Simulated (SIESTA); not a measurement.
Band structure of OsRu (P-6m2, 2 atoms in the cell).

```xyz
2
Lattice="2.6913 0.0000 0.0000 -1.3456 2.3307 0.0000 0.0000 0.0000 4.2440" Properties=species:S:1:pos:R:3 pbc="T T T"
Ru     0.0000     1.5538     0.0000
Os     1.3456     0.7769     2.1220
```

Method: LDA PW92, numerical atomic orbitals DZP, PseudoDojo LDA standard norm-conserving potentials (rewritten from UPF to PSML) (SIESTA).

Settings: XC.functional = LDA; XC.authors = PW92; potentials = PseudoDojo LDA standard; PAO.BasisSize = DZP; PAO.EnergyShift = 0.01 Ry; MeshCutoff = 350 Ry; kgrid.MonkhorstPack = 9 9 5; OccupationFunction = FD; ElectronicTemperature = 0.1 eV; MaxSCFIterations = 150; SCF.Mixer.Method = Pulay; SCF.Mixer.Weight = 0.25; SCF.Mixer.History = 8; SCF.DM.Tolerance = 1.0E-04.

The starting cell comes from a database of computed structures (which also holds hypothetical and non-ambient phases and stackings), without a prior relaxation at this level. Its lattice was rescaled by a random factor within 2.5 % of one. Spin-orbit coupling is off. Spin polarisation is off. Values carry the incompleteness of an atom-centred basis.

Levels in eV from the Fermi level, bands 13 to 18:
```tsv
point	13	14	15	16	17	18
Γ	-2.82	-2.26	-2.26	-1.68	-1.68	0.76
M	-2.47	-2.46	-1.81	1.42	2.38	2.59
K	-3.42	-3.27	-1.31	1.03	1.35	1.74
A	-3.40	-3.29	-3.14	-3.14	0.39	0.39
L	-1.43	-1.12	0.16	0.19	1.54	2.58
H	-3.51	-3.06	-1.50	-1.35	1.26	1.61
```

Bands cross the Fermi level along this path, so the cell is metallic at this level.

Higher empty bands are left out: an atom-centred basis made for the valence describes them poorly.
